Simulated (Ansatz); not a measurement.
## rock-salt TiN (1 1 1) on beta Ga2O3 (-2 0 1) (film strained to the substrate, faces as cut)

A periodic stack without vacuum, rock-salt TiN (1 1 1) on beta Ga2O3 (-2 0 1) (film strained to the substrate, faces as cut): substrate slab Ga12O18, film N12Ti12, surface cells [[-2, -1], [-1, -1]] and [[0, -1], [3, -2]], film strained by -4.1 and +2.7 %, faces Ga/Ga and N/Ti as cut (like faces can put a slab off its formula).

The start was prepared with a machine-learned potential, and the result is one local minimum, with the in-plane cell held and forces under 0.04 eV/Å; the film can end far from its bulk form.

Method: PBE (plane waves to 420 eV, PAW; Ansatz, a first-principles code). Scalar-relativistic, without spin–orbit coupling; the runs are not spin-polarised; PBE gaps are too small against experiment. Its k-point mesh 9×4×1, Fermi–Dirac width 0.05 eV.

interface area: 23.1 Å²
period: 25.15 Å
gaps between the outermost planes at the two interfaces: 2.04 and 1.66 Å
Ga–Ti contacts across the interfaces within 1.22 times the sum of covalent radii: 5, mean 2.93 Å
O–Ti contacts across the interfaces within 1.22 times the sum of covalent radii: 3, mean 2.18 Å
Ga–N contacts across the interfaces within 1.22 times the sum of covalent radii: 1, mean 2.04 Å

```yaml
crystal:
  lattice:
    - [3.08321, 0.00009, -0.04518]
    - [1.54181, 7.48289, 0.02455]
    - [-1.15123, 3.90903, 25.19543]
  atoms:
    - { symbol: Ga, position: [0.59930, 0.81787, 0.17516] }
    - { symbol: Ga, position: [0.49440, 0.89161, 0.04142] }
    - { symbol: Ga, position: [0.88200, 0.18147, 0.10487] }
    - { symbol: Ga, position: [0.20715, 0.52882, 0.10214] }
    - { symbol: Ga, position: [0.97922, 0.24634, 0.36385] }
    - { symbol: Ga, position: [0.86930, 0.32479, 0.22231] }
    - { symbol: Ga, position: [0.26516, 0.60391, 0.29286] }
    - { symbol: Ga, position: [0.58148, 0.96950, 0.29118] }
    - { symbol: Ga, position: [0.35492, 0.68346, 0.55160] }
    - { symbol: Ga, position: [0.24381, 0.76423, 0.41024] }
    - { symbol: Ga, position: [0.63814, 0.04760, 0.48256] }
    - { symbol: Ga, position: [0.96471, 0.39491, 0.48286] }
    - { symbol: O, position: [0.46051, 0.05974, 0.14057] }
    - { symbol: O, position: [0.63064, 0.63932, 0.05781] }
    - { symbol: O, position: [0.28216, 0.33162, 0.05452] }
    - { symbol: O, position: [0.79740, 0.38803, 0.14244] }
    - { symbol: O, position: [0.93292, 0.02560, 0.05185] }
    - { symbol: O, position: [0.12799, 0.72946, 0.14370] }
    - { symbol: O, position: [0.84075, 0.48721, 0.32783] }
    - { symbol: O, position: [0.00314, 0.08096, 0.24572] }
    - { symbol: O, position: [0.66514, 0.75887, 0.24782] }
    - { symbol: O, position: [0.17584, 0.81974, 0.33033] }
    - { symbol: O, position: [0.31477, 0.44637, 0.23491] }
    - { symbol: O, position: [0.50757, 0.15983, 0.33374] }
    - { symbol: O, position: [0.21982, 0.92056, 0.51908] }
    - { symbol: O, position: [0.37725, 0.52563, 0.43844] }
    - { symbol: O, position: [0.04360, 0.18982, 0.43567] }
    - { symbol: O, position: [0.54904, 0.25888, 0.51587] }
    - { symbol: O, position: [0.69376, 0.88034, 0.42641] }
    - { symbol: O, position: [0.90221, 0.57234, 0.53489] }
    - { symbol: N, position: [0.41361, 0.65015, 0.63272] }
    - { symbol: N, position: [0.75087, 0.98044, 0.63704] }
    - { symbol: N, position: [0.08295, 0.31680, 0.63744] }
    - { symbol: N, position: [0.59732, 0.37798, 0.72735] }
    - { symbol: N, position: [0.93221, 0.70815, 0.72754] }
    - { symbol: N, position: [0.26575, 0.04144, 0.72795] }
    - { symbol: N, position: [0.78022, 0.10650, 0.82297] }
    - { symbol: N, position: [0.11469, 0.43826, 0.82359] }
    - { symbol: N, position: [0.44923, 0.76980, 0.82402] }
    - { symbol: N, position: [0.96688, 0.83138, 0.92171] }
    - { symbol: N, position: [0.29616, 0.17175, 0.92133] }
    - { symbol: N, position: [0.63706, 0.49401, 0.92491] }
    - { symbol: Ti, position: [0.99432, 0.52439, 0.66933] }
    - { symbol: Ti, position: [0.32446, 0.86407, 0.66889] }
    - { symbol: Ti, position: [0.65919, 0.19438, 0.66841] }
    - { symbol: Ti, position: [0.18883, 0.24101, 0.77436] }
    - { symbol: Ti, position: [0.52124, 0.57677, 0.77458] }
    - { symbol: Ti, position: [0.85609, 0.90662, 0.77453] }
    - { symbol: Ti, position: [0.37356, 0.96798, 0.87164] }
    - { symbol: Ti, position: [0.70706, 0.30366, 0.87416] }
    - { symbol: Ti, position: [0.04324, 0.63240, 0.87444] }
    - { symbol: Ti, position: [0.55540, 0.69883, 0.96687] }
    - { symbol: Ti, position: [0.88250, 0.03922, 0.96267] }
    - { symbol: Ti, position: [0.22725, 0.36300, 0.97537] }
```
